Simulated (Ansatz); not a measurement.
Cell and atoms of amorphous In9Ga9Zn9O41Ta2:

```xyz
70
Lattice="9.8802 0.0022 -0.0291 0.0022 9.8755 0.1815 -0.0291 0.1815 9.0962" Properties=species:S:1:pos:R:3 pbc="T T T"
In     4.0470     6.1123     7.8788
In     6.5699     3.3040     6.6741
In     9.3312     3.1061     9.0916
In     2.5246     2.8219     2.1350
In     3.5557     4.2545     4.8380
In     7.5816     9.5297     5.1143
In     8.2527     6.6590     2.1477
In     9.5840     5.2978     5.6734
In     9.8497     1.8916     5.8629
Ga     6.6723     6.3710     4.8922
Ga     1.8023     6.3215     3.2696
Ga     3.2617     9.3262     2.4638
Ga     4.2384     1.3803     8.6446
Ga     3.0375     0.9113     5.3704
Ga     8.0384     0.2232     7.8505
Ga     0.3763     9.3752     3.2993
Ga     7.6276     0.3227     1.7655
Ga     4.2001     7.7536     4.6201
Zn     1.3879     8.2217     6.1490
Zn     2.2303     3.7867     7.8802
Zn     7.4662     6.9171     7.7142
Zn     4.7563     5.8800     2.3037
Zn     1.3828     0.5201     9.0936
Zn     8.8265     3.2959     2.9595
Zn     5.6795     8.2685     0.8462
Zn     5.5910     1.8495     3.6170
Zn     4.9127     8.8637     7.0073
O      9.5653     1.1270     8.3898
O      2.5800     2.2028     9.0761
O      7.3762     4.5793     2.1715
O      1.6442     5.3595     4.8521
O      4.2637     0.7658     6.8300
O      3.8318     4.3028     6.9246
O      5.5670     7.5121     8.1992
O      1.5759     8.5091     9.0254
O      8.1949     8.6371     6.9321
O      7.5558     3.9956     8.5268
O      3.3957     7.4770     2.8308
O      1.6936     0.4276     2.0789
O      0.4211     3.6088     7.2255
O      8.9075     8.8620     2.1084
O      7.6683     1.4218     6.4013
O      3.1046     4.7952     2.7242
O      1.1766     8.0048     4.1980
O      8.8889     3.4910     4.8357
O      0.3950     6.7737     7.0868
O      5.4178     3.1048     4.9710
O      8.3857     6.6256     4.2717
O      0.5807     6.3621     1.8859
O      1.4749     0.3776     6.2182
O      7.2276     5.4314     6.4023
O      8.6874     6.7301     9.1727
O      5.6173     2.5443     8.4881
O      7.8469     2.1430     1.5767
O      5.1301     5.0080     0.5047
O      2.5694     2.3927     4.3452
O      4.8526     2.5928     1.9599
O      6.8852     9.7201     0.2991
O      4.9248     5.9335     4.4395
O      0.5187     3.3056     1.7580
O      2.2163     5.6031     8.8774
O      6.2205     7.2241     2.3110
O      6.5114     0.2555     3.2401
O      3.3654     7.6433     6.3434
O      3.8397     9.6737     4.2446
O      5.9623     8.1328     5.3641
O      9.2913     0.6519     4.1681
O      4.1861     9.5865     0.8880
Ta     0.7730     6.8701     9.0092
Ta     6.2629     3.5635     0.9324
```

Level of theory: PBE, scalar-relativistic without spin-orbit coupling (plane waves to 420 eV, PAW; Ansatz, an electronic-structure program).

It comes from a melt-quench run on a machine-learned potential (CHGNet), relaxed afterwards by DFT. O atoms were pushed apart under 1.9 Å during the dynamics, to hinder bonds among them. The hot cell started wider than the set density and was brought back towards it in steps. It is the lowest in DFT energy of 2 quenches. It is a model cell: composition and starting density were chosen by hand, and all elements were melted together. No dispersion term was used. Its density started from a set value of 6.12 and ended at 6.11 g/cm³. Cooling (nominally 210 K/ps over its main leg) ran many orders faster than in experiment, which tends to leave more defects and strain. Values belong to this one cell and scatter from quench to quench. The volume was held where the preparation left it and the shape relaxed, at a PBE pressure of 3.0 GPa. Stress components on the final sampling reach 3.1 GPa.

Neighbours within In-In 3.12 Å, In-Ga 2.90 Å, In-Zn 2.90 Å, In-O 2.74 Å, In-Ta 3.12 Å, Ga-Ga 2.68 Å, Ga-Zn 2.68 Å, Ga-O 2.24 Å, Ga-Ta 2.90 Å, Zn-Zn 2.68 Å, Zn-O 2.32 Å, Zn-Ta 2.90 Å, O-O 1.58 Å, O-Ta 2.60 Å, Ta-Ta 3.12 Å count as bonded. Two cations that share two anions don't count as bonded, nor two that share one unless they lie closer than In-In 3.04 Å, In-Ga 2.82 Å, In-Zn 2.82 Å, In-Ta 3.04 Å, Ga-Ga 2.61 Å, Ga-Zn 2.61 Å, Ga-Ta 2.82 Å, Zn-Zn 2.61 Å, Zn-Ta 2.82 Å, Ta-Ta 3.04 Å.

Question: Give the coordination numbers, mean bond lengths and angles.

Answer: 
```
Property                                                          Result
---------------------------------  -------------------------------------
Mean coordination of In by anions              5.56 (4 with 5, 5 with 6)
Mean coordination of Ga by anions              4.22 (7 with 4, 2 with 5)
Mean coordination of Zn by anions    4.00 (1 with 3, 7 with 4, 1 with 5)
Mean coordination of O             3.29 (1 with 2, 27 with 3, 13 with 4)
Mean coordination of Ta by anions              5.50 (1 with 5, 1 with 6)
Mean In-O bond                      2.206 Å (spread 0.120 Å, 50 counted)
Mean Ga-O bond                      1.894 Å (spread 0.062 Å, 38 counted)
Mean Zn-O bond                      1.997 Å (spread 0.078 Å, 36 counted)
Mean O-Ta bond                      1.984 Å (spread 0.097 Å, 11 counted)
Bond angle at In                               mean 105.1°, spread 30.2°
Bond angle at Ga                               mean 108.4°, spread 17.0°
Bond angle at Zn                               mean 108.5°, spread 18.8°
Bond angle at O                                mean 112.5°, spread 13.9°
Bond angle at Ta                               mean 105.3°, spread 27.9°
```

Question: List the pairs of like atoms that count as bonded by the rules above.

Answer: There are none by these rules.
